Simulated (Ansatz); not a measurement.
## HfS2: isotropic strain +0.50 %

The reference is HfS2 in the CdI2 type structure (space group P-3m1, No. 164; a = 3.606 Å, c = 5.768 Å; layered, stacked along the Cartesian z axis).

One thing is altered: an isotropic linear strain of +0.50 %, atoms relaxed at fixed cell.

The values are results of PBE-D3(BJ)/PAW in Ansatz (a program for electronic structure), no spin-orbit coupling, not measurements. Settings: 11×11×6 k-points, 0.05 eV Fermi–Dirac smearing.

* **Space group**: P-3m1 (No. 164) (base P-3m1 (No. 164))
* **Energy relative to the base (free energy F)**: +0.7 meV/atom
* **Band gap**: 0.92 eV (an upper bound: an edge found on the path is not a true extremum; the changed cell) (base 0.85 eV)
* **Largest internal atomic displacement**: 0.014 Å

With Hf present, leaving out spin-orbit coupling can change the band edges. No phonon test of stability was made.
